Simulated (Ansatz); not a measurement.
Start from Pt in the fcc (Cu type) structure (space group Fm-3m, No. 225; a = 3.9418 Å; relaxed with 0.1 eV smearing).

Method: r2SCAN, PAW, 500 eV (Ansatz, a first-principles code; no spin-orbit coupling).

Base values:

The band gap is zero and the pressure is 0.0 GPa.

It is then changed as follows: the cell is scaled by 0.9750 in all directions, atoms relaxed at fixed cell.

### Question
Estimate the effect on the band gap.

### Answer
The band gap stays zero.

### Question
What does the calculation give for the energy relative to the base after the change?

### Answer
The energy goes up by 81 meV/atom.

### Question
Estimate the effect on the pressure.

### Answer
The pressure goes from zero to 25.2 GPa.

The cells carry an imposed strain or load. Stability against distortions was not tested. The final runs are not spin-polarised.
